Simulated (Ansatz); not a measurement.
The parent structure is HfS2 in the CdI2 type structure (space group P-3m1, No. 164; a = 3.547 Å, c = 5.577 Å; layered, stacked along the Cartesian z axis).

One thing is altered: an isotropic linear strain of +1.00 %; the atoms relax in the strained cell.

Computed with Ansatz (a quantum-chemistry and plane-wave program) PBEsol-D3(BJ), no spin-orbit coupling.

Base, band edges from the VBM (valence, conduction): K -1.96, 2.29; H -2.20, 2.57; M -1.77, 0.62; L -1.05, 0.45; A -0.56, 1.53; Γ 0.00, 1.62 eV.

Give the band edges at the high-symmetry points of the new zone, measured from its valence-band maximum.


```tsv
point	valence edge (eV)	conduction edge (eV)
Γ	0.00	1.65
M	-1.70	0.76
K	-1.89	2.26
A	-0.51	1.57
L	-1.02	0.61
H	-2.10	2.53
```

The gap is 0.61 eV, indirect, Γ → L.

Spin-orbit coupling, missing from the scalar runs, can matter with Hf. Stability against distortions was not tested.
